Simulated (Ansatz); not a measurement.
Band structure of AlAs (F-43m, 2 atoms in the cell).

```yaml
crystal:
  lattice:
    - [0.00000, 2.82712, 2.82712]
    - [2.82712, 0.00000, 2.82712]
    - [2.82712, 2.82712, 0.00000]
  atoms:
    - { symbol: Al, position: [0.00000, 0.00000, 0.00000] }
    - { symbol: As, position: [0.75000, 0.75000, 0.75000] }
```

Method: PBE, PAW files (plane waves; Ansatz, a first-principles code).

Settings: basis.ecutwfc = 30.9 Ry; kpoints.mp_grid.grid = 10 10 10; hamiltonian.xc = pbe; hamiltonian.pseudopotentials = {kind: paw} (the program's default PAW files); scf.occupations.method = fixed; kpoints.band_path.npoints = 8.

The starting cell comes from a database of computed structures (which also holds hypothetical and non-ambient phases and stackings), without a prior relaxation at this level. Its lattice was rescaled by a random factor within 2.5 % of one.

Problem. Predict the gap along the standard path and the places of the band edges.

Solution. The gap along the path is 1.44 eV, from Γ to X; the smallest direct gap on it is 2.08 eV.

Levels in eV from the top of the valence band on the path, bands 6 to 12:
```tsv
point	6	7	8	9	10	11	12
Γ	-11.88	0.00	0.00	0.00	2.08	4.31	4.31
X	-9.91	-5.43	-2.17	-2.17	1.44	2.31	10.35
W	-9.88	-5.08	-3.18	-2.82	4.33	5.67	5.73
K	-9.94	-5.17	-3.42	-1.80	2.25	4.99	8.20
L	-10.46	-5.57	-0.82	-0.82	2.16	4.70	4.70
U	-9.94	-5.17	-3.42	-1.80	2.25	4.99	8.20
```

Keys are those of Ansatz 0.2.
